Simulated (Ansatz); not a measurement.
The reference is Mg2Sn (space group Fm-3m, No. 225; relaxed with 0.1 eV smearing).

```xyz
3
Lattice="0.0000 3.3319 3.3319 3.3319 0.0000 3.3319 3.3319 3.3319 0.0000" Properties=species:S:1:pos:R:3 pbc="T T T"
Mg     1.6660     1.6660     1.6660
Mg     4.9979     4.9979     4.9979
Sn     0.0000     0.0000     0.0000
```

Calculations: LDA (Ansatz, a program for electronic structure, PAW, no spin-orbit coupling).

Before the change:

| Property | Result |
|---|---|
| Pressure | 0.0 GPa |
| Band gap | zero |

Perturbation: the cell is scaled by 1.0100 in all directions; the atoms relax in the strained cell.

Question: Estimate the effect on the pressure.

Answer: The pressure goes from zero to -1.3 GPa.

Question: What does the calculation give for the energy relative to the base after the change?

Answer: The energy rises by 3.1 meV/atom.

Question: Predict the new band gap.

Answer: The band gap stays zero.

No phonon test of stability was made.
